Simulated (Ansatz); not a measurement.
The starting structures come from a database of crystals and need not be the phases stable at ambient conditions.

Tunnelling through a barrier is set by its complex band structure: the current falls as exp(−2κd) with the smallest κ.

Here is the system:

```
CELL_PARAMETERS angstrom
      4.70860     0.00000     0.00000
      0.00000     6.65897     0.00000
      0.00000     3.32948     3.32948
ATOMIC_POSITIONS crystal
  Si 0.33758 0.83758 0.50000
  Si 0.83758 0.66242 0.00000
  Si 0.66242 0.33758 0.82484
  Si 0.16242 0.16242 0.67516
  Ru 0.62941 0.12941 0.50000
  Ru 0.12941 0.37059 0.00000
  Ru 0.37059 0.62941 0.24118
  Ru 0.87059 0.87059 0.25882
```

Space group of this cell: P2_13. The cell is taken as given; by r2SCAN its mean pressure is -0.6 GPa.

Transport runs along the normal of the first two printed cell vectors, the (110) plane of the conventional cell.

The gap is the functional's own, uncorrected, and κ follows it; spin-orbit coupling is left out. Mid-gap values are interpolated between the computed energies.

Question: Estimate the band gap and the smallest decay constant κ at mid-gap that Ansatz (a quantum-chemistry and plane-wave program) with r2SCAN returns for this system.

Answer: Gap 0.31 eV on a 10×10×10 mesh; κ = 0.105 1/Å, at (0.000, 0.167) of the in-plane reciprocal vectors. At the zone centre, at the nearest computed energy, the slowest state has κ = 0.10 1/Å.
